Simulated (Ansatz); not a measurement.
A relaxation of cell and atoms of SbS2 (P1, 6 atoms in the cell) with Ansatz (an electronic-structure program).

Method of the run: PBEsol, PAW files made with PBE (plane waves; Ansatz).

```
CELL_PARAMETERS angstrom
     -3.03071     3.03071     5.79760
      3.03071    -3.03071     5.79760
      3.03071     3.03071    -5.79760
ATOMIC_POSITIONS crystal
  Sb 0.75493 0.25121 0.51019
  Sb 0.00629 0.00428 0.02124
  S  0.88485 0.91147 0.53717
  S  0.08768 0.61886 0.93936
  S  0.35125 0.33573 0.45416
  S  0.66499 0.12844 0.03788
```

Reference input (self-consistent single point, DFT, PBEsol, plane waves, PAW files made with PBE): kpoints.mp_grid.grid = 3 3 4; hamiltonian.xc = pbesol; hamiltonian.pseudopotentials = {kind: paw} (the program's default PAW files); scf.occupations.method = gaussian; scf.occupations.width = 0.0073 Ry. This run's input differs from it in these lines:

```diff
@@ -20,2 +20,4 @@
   occupations: { method: gaussian, width: 0.0073 Ry }
+relax:
+  cell: {}
 output:
```

Log, with long lists cut:

```
   [... SCF lines of the steps left out ...]
relax step   1: F+E_penalty+E_count = -16354.70024702 eV  Δ(F+E_penalty+E_count) = +0.000e0 eV  max|allowed force component| = 1.056e0 eV/Å  Δτ_max = 0.0000 Å  P = +0.763 GPa  Ω = 213.009 Å³  (9 SCF iters, dr2 threshold 1.00e-7 eV, accepted)
relax step   2: F+E_penalty+E_count = -16355.08122180 eV  Δ(F+E_penalty+E_count) = -3.810e-1 eV  max|allowed force component| = 5.409e-1 eV/Å  Δτ_max = 0.1688 Å  P = -0.586 GPa  Ω = 209.764 Å³  energy of the carried Pulay correction = +3.035e-4 eV  [...]
   [... lines left out ...]
relax step  30: F+E_penalty+E_count = -16355.96551739 eV  Δ(F+E_penalty+E_count) = -4.057e-5 eV  max|allowed force component| = 6.898e-3 eV/Å  Δτ_max = 0.0027 Å  P = +0.009 GPa  Ω = 153.541 Å³  energy of the carried Pulay correction = +1.309e-6 eV  [...]
relax step  31: F+E_penalty+E_count = -16355.96551060 eV  Δ(F+E_penalty+E_count) = +6.788e-6 eV  max|allowed force component| = 6.900e-3 eV/Å  Δτ_max = 0.0000 Å  P = +0.010 GPa  Ω = 153.541 Å³  stress off target by 2.40e-2 GPa  SCF on the basis [...]
basis re-selected at this cell: Δ(F+E_penalty+E_count) = +6.788e-6 eV, ΔP = +0.000 GPa vs the last step
Free energy (F): -16355.965511 eV
Internal energy: -16355.965511 eV  (E = F + TS)
E sigma→0 (E₀):  -16355.965511 eV
Fermi energy:    6.295861 eV
--- Forces (eV/Å), atoms counted from 1 ---
  atom   1  Sb    -0.00072841     0.00132606     0.00052044
  atom   2  Sb     0.00689954    -0.00149523    -0.00138702
  atom   3  S     -0.00104422     0.00008664     0.00248992
  atom   4  S     -0.00408849    -0.00112377    -0.00001741
  atom   5  S     -0.00157319    -0.00065640    -0.00121274
  atom   6  S      0.00053353     0.00186210    -0.00039278
--- Stress (GPa, compression-positive) ---
   [... lines left out ...]
  cell:  # Å, volume = 153.5413 Å³
   [... lines left out ...]
    - { symbol: S, position: [0.8842635352508385, 0.9824587128873334, 0.5744748652019926] }
    - { symbol: S, position: [0.14279171444342026, 0.5499845909413079, 0.8748105652444641] }
    - { symbol: S, position: [0.43225090318856346, 0.41125006333567155, 0.6625056522899628] }
    - { symbol: S, position: [0.6761343878639671, -0.0783508584598534, -0.08369465090850377] }
```

The run converged. 

Summary of the result:
```
Property                                                                                                                Value
------------------------------------------------  ---------------------------------------------------------------------------
Free energy E − TS (on the zero of these files)                                                                -16355.9655 eV
Top of the valence band (on the code's own zero)                                                                      5.84 eV
Gap on the k-point mesh                                                                                               0.90 eV
Pressure                                                                                                             0.01 GPa
Largest force (vector length)                                                                                      0.007 eV/Å
Final cell                                        a = 7.918 Å, b = 6.633 Å, c = 7.388 Å, α = 132.02°, β = 146.95°, γ = 61.71°
Final volume per atom                                                                                                25.59 Å³
Relaxation steps                                                                                                           31
```

The starting cell comes from a database of computed structures (which also holds hypothetical and non-ambient phases and stackings), without a prior relaxation at this level. Its atoms were displaced at random from the sites of space group no. 122. Spin-orbit coupling is off. Ansatz's pressure includes its estimate of the finite-basis (Pulay) stress. One axis grew by 10 %.

Cost on one core of a shared machine: roughly 4 min.

Keys are those of Ansatz 0.2.
